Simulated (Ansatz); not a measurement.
Worked example: self-consistent single point of TaTi (Cmm2, 2 atoms in the cell) in Ansatz (a program for electronic structure).

Level of theory: LDA (PW92), default PAW files made with PBE (plane waves; Ansatz).

```yaml
crystal:
  lattice:
    - [1.62471, -2.28601, 0.00000]
    - [1.62471, 2.28601, 0.00000]
    - [0.00000, 0.00000, 4.66071]
  atoms:
    - { symbol: Ti, position: [0.50000, 0.50000, 0.51073] }
    - { symbol: Ta, position: [0.00000, 0.00000, 0.00000] }
```

Reference input (self-consistent single point, DFT, LDA (PW92), plane waves, default PAW files made with PBE): basis.ecutwfc = 30.9 Ry; kpoints.mp_grid.grid = 12 12 7; hamiltonian.xc = lda; hamiltonian.pseudopotentials = {kind: paw} (the program's default PAW files); scf.occupations.method = fermi_dirac; scf.occupations.width = 0.0073 Ry. This run's input differs from it in these lines:

Ansatz 0.2 input:
```diff
@@ -10,3 +10,3 @@
 basis:
-  ecutwfc: 30.9 Ry
+  ecutwfc: 24.6 Ry
 kpoints:
```

Output, abridged:

```
SCF iter   1: F=—  HF=-12132.802897 eV  |F-HF|=—  |Δ(HF+E_count)|=         —  Δρ=8.98e-3  dr2=5.29e-2  ethr=1.77e-3  ⟨swp⟩=4.6  Hψ=12261  notcnv=0
all-band conjugate gradients solve this SCF's bands
preconditioner: auto → none
SCF iter   2: F=—  HF=-12132.800699 eV  |F-HF|=—  |Δ(HF+E_count)|=   2.20e-3  Δρ=6.51e-3  dr2=3.25e-2  ethr=2.12e-4  ⟨swp⟩=1.0  Hψ=4300  notcnv=0
SCF iter   3: F=—  HF=-12132.797875 eV  |F-HF|=—  |Δ(HF+E_count)|=   2.82e-3  Δρ=1.15e-3  dr2=3.31e-4  ethr=1.30e-4  ⟨swp⟩=1.3  Hψ=2978  notcnv=0
SCF iter   4: F=—  HF=-12132.797842 eV  |F-HF|=—  |Δ(HF+E_count)|=   3.29e-5  Δρ=4.96e-4  dr2=3.19e-4  ethr=1.32e-6  ⟨swp⟩=2.0  Hψ=4781  notcnv=0
SCF iter   5: F=—  HF=-12132.797798 eV  |F-HF|=—  |Δ(HF+E_count)|=   4.41e-5  Δρ=2.38e-4  dr2=8.33e-5  ethr=1.28e-6  ⟨swp⟩=2.2  Hψ=4192  notcnv=0
SCF iter   6: F=—  HF=-12132.797779 eV  |F-HF|=—  |Δ(HF+E_count)|=   1.84e-5  Δρ=5.13e-5  dr2=9.13e-7  ethr=3.33e-7  ⟨swp⟩=2.0  Hψ=3700  notcnv=0
SCF iter   7: F=-12132.797779 eV  HF=-12132.797779 eV  |F-HF|=3.84e-8  |Δ(HF+E_count)|=   1.32e-7  Δρ=1.28e-5  dr2=5.98e-8  ethr=4.00e-10  ⟨swp⟩=2.6  Hψ=10875  notcnv=0
SCF 1 converged in 7 iterations: F = -12132.797779 eV  dr2 = 5.98e-8
Free energy (F): -12132.797779 eV
Internal energy: -12132.686388 eV  (E = F + TS)
E sigma→0 (E₀):  -12132.742084 eV
Entropy (-TS):   -0.111391 eV (-55.695 meV/atom)
Fermi energy:    16.011895 eV
--- Forces (eV/Å), atoms counted from 1 ---
  atom   1  Ti     0.00000000     0.00000000    -0.13047338
  atom   2  Ta     0.00000000     0.00000000     0.13048743
--- Stress (GPa, compression-positive) ---
       -6.893113       0.000000       0.000000
        0.000000      -6.213282       0.000000
        0.000000       0.000000      -7.687992
  P = ⅓ Tr σ = -6.9315 GPa (-69.315 kbar)
  The stress holds the Pulay correction. Without it, at fixed plane waves, as pw.x and ABINIT print it: P = -8.7086 GPa
```

The run converged in 7 iterations. Against the reference run the free energy rises by 18.6 meV/atom, the pressure moves little (-6.94 to -6.93 GPa) and the largest force moves little (0.131 to 0.130 eV/Å).

The starting cell comes from a database of computed structures (which also holds hypothetical and non-ambient phases and stackings), without a prior relaxation at this level. Its lattice was rescaled by up to half a per cent. One atom was moved a little off its site on purpose. Spin polarisation is off. Ansatz's pressure includes its estimate of the finite-basis (Pulay) stress. Without the estimate this run gives -8.71 GPa. The cutoff lies below the one recommended for these files.
